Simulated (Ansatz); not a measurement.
## 4H silicon carbide: the defect Pb on the Si site + C vacancy (Pb_Si+V_C)

Computed with PBE, PAW (plane waves to 420 eV; Ansatz, an electronic-structure program). Cell: 96 sites, 3×2×1 repeats of a cell of 16 atoms; final energies on a 2×2×2 shifted mesh. Sites at the start: the Si(k) site; C(k) 1.90 Å away, along c. Finite-size correction: monopole term and site-potential alignment. Dielectric constants: PBE linear response of the host. Host gap at this level: 2.23 eV. A cell of this size leaves errors of a few tenths of an eV. The semilocal functional narrows the gap, so deep levels can fall outside it. Spin–orbit coupling is left out, which matters for these heavy elements. Each state is the lowest found from its start.

The name describes the start; the neighbours show where the atoms ended.

Charges with a result: +2, +1, 0, −1. Others weren't obtained, and one of them could lie lower, also by skipping a charge.

```
charge         moment (μB)  largest move off a lattice site (Å)  neighbours of the last Pb atom of the defect at the end (Å)  image correction with alignment (eV)  above the lowest spin state (eV)
------  ------------------  -----------------------------------  -----------------------------------------------------------  ------------------------------------  --------------------------------
+2      not spin-polarised                                 0.42            C 2.22, C 2.22, C 2.23, Si 2.96, Si 2.96, Si 2.97                                  0.93                              0.00
+1                     1.0                                 0.44            C 2.23, C 2.24, C 2.25, Si 2.82, Si 2.93, Si 2.94                                  0.30                              0.00
0       not spin-polarised                                 0.38                              C 2.22, C 2.23, C 2.27, Si 2.75                                  0.02                              0.00
0                      2.0                                 0.47            C 2.26, C 2.27, C 2.28, Si 2.78, Si 2.81, Si 2.90                                  0.01                              0.17
−1                     1.0                                 0.33            C 2.23, C 2.25, C 2.29, Si 2.84, Si 2.87, Si 2.90                                  0.03                              0.00
```

Transition levels above the valence-band maximum: ε(+2/+1) = 1.06 eV; ε(+1/0) = 1.31 eV; ε(0/−1) = 1.92 eV. On the lower envelope of the bound states, inside the gap: (+2/+1) at 1.06 eV; (+1/0) at 1.31 eV; (0/−1) at 1.92 eV.

Flagged in the runs: a host whose relaxation on this sampling wasn't shown to rest.

All states together cost about 3 core-hours (a rough figure).
